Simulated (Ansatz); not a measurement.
Cl on the 1x1 (111) surface of fcc Rh, one in a 2x1 cell, energies for each (12.7 Å²). Energies are against ½ Cl2(g), without zero-point or thermal terms; each row is named by its start.

Calculation: PBE (plane waves to 420 eV, PAW; Ansatz, a program for electronic structure).

Slab: 9 atoms, 6.5 Å thick at the start under the adsorbate (thin: gaps and levels are the slab's own); k 6x12x1, smearing 0.1 eV, dipole-corrected; 4 atoms held, the rest relaxed; each run with such symmetry as its start has; no spin, no spin-orbit, no U, no dispersion correction.

A negative adsorption energy means that the adsorbate is more stable on the surface than in its reference. Starts that drift may end in the same place. Heights count from the host atoms within 0.3 Å of the top one.

```json
[
 {"starting site": "top Rh", "E_ads (eV)": "-1.06", "height (Å)": "2.32", "nearest host atom (Å)": "Rh 2.28", "bonded to": "Rh", "Δ work function (eV)": "0.64", "lateral drift (Å)": "0.0"},
 {"starting site": "hollow Rh-Rh-Rh over Rh at depth 2.2 Å", "E_ads (eV)": "-1.10", "height (Å)": "1.99", "nearest host atom (Å)": "Rh 2.34", "bonded to": "3 Rh", "Δ work function (eV)": "0.10", "lateral drift (Å)": "0.3"},
 {"starting site": "hollow Rh-Rh-Rh over Rh at depth 4.4 Å", "E_ads (eV)": "-1.17", "height (Å)": "1.91", "nearest host atom (Å)": "Rh 2.37", "bonded to": "3 Rh", "Δ work function (eV)": "-0.12", "lateral drift (Å)": "0.2"},
 {"starting site": "bridge Rh-Rh (span 2.7 Å)", "E_ads (eV)": "-1.17", "height (Å)": "1.91", "nearest host atom (Å)": "Rh 2.37", "bonded to": "3 Rh", "Δ work function (eV)": "-0.12", "lateral drift (Å)": "1.0"}
]
```
